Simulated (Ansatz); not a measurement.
Start from Y in the hcp (Mg type) structure (space group P6_3/mmc, No. 194; a = 3.594 Å, c = 5.610 Å; relaxed with 0.1 eV smearing). Axes: x lies along a and z along c of the hexagonal cell.

Method: PBEsol (Ansatz, an electronic-structure program), without spin-orbit coupling.

Before the change:

Shortest interatomic distance: 3.489 Å

It is then changed as follows: a pure shear with ε_xz = ε_zx = 0.0200, atoms relaxed at fixed cell.

**Question.** How does this affect the stress, energy relative to the base and shortest interatomic distance?

**Answer.** The stress (xx, yy, zz, yz, xz, xy; compression positive) amounts to (-0.1, 0.0, 0.1, 0.0, -1.0, 0.0) GPa; the energy grows by 4.0 meV/atom; the shortest interatomic distance drops by 0.055 Å (3.489 Å → 3.434 Å).

The cells carry an imposed strain or load. Whether these cells are dynamically stable was not tested. All final runs are without spin polarisation.
